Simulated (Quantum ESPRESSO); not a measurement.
Worked example: self-consistent single point of Zr6Al16Pt7 (Fm-3m, 29 atoms in the cell) in Quantum ESPRESSO.

Computed with PBEsol, GBRV 1.5 ultrasoft (PBESOL) pseudopotentials (plane waves; Quantum ESPRESSO).

Input as run:

```fortran
&CONTROL
   calculation = 'scf'
   prefix = 'Zr6Al16Pt7'
   outdir = './tmp/'
   pseudo_dir = './'
   tprnfor = .true.
   tstress = .true.
/
&SYSTEM
   ibrav = 2
   celldm(1) = 23.215296779
   nat = 29
   ntyp = 3
   ecutwfc = 40
   ecutrho = 320
   occupations = 'smearing'
   smearing = 'cold'
   degauss = 0.0036749
/
&ELECTRONS
   conv_thr = 1.0e-11
   mixing_beta = 0.3
/
ATOMIC_SPECIES
Zr    91.2240  zr_pbesol_v1.uspp.F.UPF
Al    26.9815  al_pbesol_v1.uspp.F.UPF
Pt   195.0840  pt_pbesol_v1.4.uspp.F.UPF
ATOMIC_POSITIONS {bohr}
Zr  -11.607648390   11.607648390   15.925693591
Zr  -11.607648390   11.607648390    7.289603189
Zr  -11.607648390   15.925693591   11.607648390
Zr  -11.607648390    7.289603189   11.607648390
Zr  -15.925693591   11.607648390   11.607648390
Zr   -7.289603189   11.607648390   11.607648390
Al  -14.399363277   14.399363277   20.423581892
Al   -8.815933502    8.815933502    2.791714887
Al   -2.791714887    8.815933502    8.815933502
Al  -20.423581892   14.399363277   14.399363277
Al  -20.423581892   20.423581892   20.423581892
Al   -2.791714887    2.791714887    2.791714887
Al   -8.815933502    2.791714887    8.815933502
Al  -14.399363277   20.423581892   14.399363277
Al   -7.768302608    7.768302608   15.446994171
Al  -15.446994171   15.446994171    7.768302608
Al   -7.768302608   15.446994171   15.446994171
Al  -15.446994171    7.768302608    7.768302608
Al  -15.446994171   15.446994171   15.446994171
Al   -7.768302608    7.768302608    7.768302608
Al  -15.446994171    7.768302608   15.446994171
Al   -7.768302608   15.446994171    7.768302608
Pt    0.000000000    0.000000000    0.000000000
Pt   -5.803824195    5.803824195    0.000000000
Pt   -5.803824195    5.803824195   11.607648390
Pt   -5.803824195    0.000000000    5.803824195
Pt   -5.803824195   11.607648390    5.803824195
Pt    0.000000000    5.803824195    5.803824195
Pt  -11.607648390    5.803824195    5.803824195
K_POINTS {automatic}
3 3 3  0 0 0
```

Output, abridged:

```
     Self-consistent Calculation

     iteration #  1     ecut=    40.00 Ry     beta= 0.30

     negative rho (up, down):  1.595E+00 0.000E+00

     total energy              =   -2172.89255180 Ry
     estimated scf accuracy    <      17.01539111 Ry

     iteration #  2     ecut=    40.00 Ry     beta= 0.30

     negative rho (up, down):  1.598E+00 0.000E+00

     total energy              =   -2176.48025257 Ry
     estimated scf accuracy    <       5.65519141 Ry

     iteration #  3     ecut=    40.00 Ry     beta= 0.30

     negative rho (up, down):  1.595E+00 0.000E+00

     total energy              =   -2177.21510133 Ry
     estimated scf accuracy    <       0.75847560 Ry

   [... 12 blocks of this kind left out ...]

     iteration # 16     ecut=    40.00 Ry     beta= 0.30

     negative rho (up, down):  1.582E+00 0.000E+00

     total energy              =   -2177.26262608 Ry
     estimated scf accuracy    <          2.7E-11 Ry

     iteration # 17     ecut=    40.00 Ry     beta= 0.30

     negative rho (up, down):  1.582E+00 0.000E+00
     End of self-consistent calculation

   [... 15 lines left out ...]

   [... 15 lines left out ...]

     the Fermi energy is    14.0431 ev

!    total energy              =   -2177.26262608 Ry
     estimated scf accuracy    <          5.8E-12 Ry
     smearing contrib. (-TS)   =       0.00030583 Ry
     internal energy E=F+TS    =   -2177.26293191 Ry

     convergence has been achieved in  17 iterations

     negative rho (up, down):  1.582E+00 0.000E+00

     Forces acting on atoms (cartesian axes, Ry/au):

     atom    1 type  1   force =     0.00000000    0.00000000    0.00096691
     atom    2 type  1   force =     0.00000000    0.00000000   -0.00096691
     atom    3 type  1   force =     0.00000000    0.00096691    0.00000000
     atom    4 type  1   force =     0.00000000   -0.00096691    0.00000000
   [... lines left out ...]
     Total force =     0.006078     Total SCF correction =     0.000003
   [... lines left out ...]

     negative rho (up, down):  1.582E+00 0.000E+00
          total   stress  (Ry/bohr**3)                   (kbar)     P=        7.27
   0.00004942  -0.00000000  -0.00000000            7.27       -0.00       -0.00
  -0.00000000   0.00004942   0.00000000           -0.00        7.27        0.00
  -0.00000000   0.00000000   0.00004942           -0.00        0.00        7.27

   JOB DONE.
```

The run converged in 17 iterations. For comparison: a first run was changed to give this one (lattice scaled by 0.97), and from it to this one the free energy falls by 53.3 meV/atom, the pressure goes from -11.33 to 0.73 GPa and the largest force goes from 0.170 to 0.041 eV/Å. The full log also holds: “c_bands:  1 eigenvalues not converged”.

The starting cell comes from a database of computed structures (which also holds hypothetical and non-ambient phases and stackings), without a prior relaxation at this level. Its lattice was rescaled by a random factor within 2.5 % of one. For this run, on top of that: lattice scaled by 0.97. Spin-orbit coupling is off. Spin polarisation is off.

Cost on one core of a shared machine: roughly 10 min.
